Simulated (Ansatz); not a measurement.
# MgTe, response to strain

The parent structure is MgTe in the zinc blende structure (space group F-43m, No. 216).

```
CELL_PARAMETERS angstrom
      0.00000     3.21965     3.21965
      3.21965     0.00000     3.21965
      3.21965     3.21965     0.00000
ATOMIC_POSITIONS crystal
  Mg 0.00000 0.00000 0.00000
  Te 0.25000 0.25000 0.25000
```

Cartesian axes are those of the cell as printed.

Strains are applied to the cell and any free atomic positions relax; under biaxial strain the out-of-plane vector relaxes too.

Method: PBEsol (Ansatz, a first-principles code, PAW, no spin-orbit coupling).

Notes on the quantities. in-plane stress: mean in-plane stress (compression positive); energy relative to the base: free energy F.

| change | in-plane stress | volume per atom | energy relative to the base |
|---|---|---|---|
| base | – | 33.38 Å³ | 0 meV/atom |
| biaxial strain −2.50 %, plane normal [111], relaxed out of plane | [?] | 32.41 Å³ | +8.1 meV/atom |
| biaxial strain −2.08 %, plane normal [111], relaxed out of plane | +1.3 GPa | 32.58 Å³ | +5.6 meV/atom |
| biaxial strain −1.67 %, plane normal [111], relaxed out of plane | +1.1 GPa | 32.73 Å³ | +3.6 meV/atom |
| biaxial strain −0.83 %, plane normal [111], relaxed out of plane | +0.5 GPa | 33.05 Å³ | +0.9 meV/atom |
| biaxial strain +0.42 %, plane normal [111], relaxed out of plane | -0.3 GPa | 33.53 Å³ | +0.2 meV/atom |
| biaxial strain +0.83 %, plane normal [111], relaxed out of plane | -0.5 GPa | [?] | +0.9 meV/atom |
| biaxial strain +1.25 %, plane normal [111], relaxed out of plane | -0.8 GPa | 33.84 Å³ | +2.0 meV/atom |
| biaxial strain +2.08 %, plane normal [111], relaxed out of plane | -1.2 GPa | 34.15 Å³ | +5.5 meV/atom |
| biaxial strain +2.50 %, plane normal [111], relaxed out of plane | -1.5 GPa | 34.31 Å³ | +7.8 meV/atom |

### Question
Complete the table.

### Answer

- biaxial strain −2.50 %, plane normal [111], relaxed out of plane, in-plane stress: +1.6 GPa
- biaxial strain +0.83 %, plane normal [111], relaxed out of plane, volume per atom: 33.68 Å³

Stability against distortions was not tested.
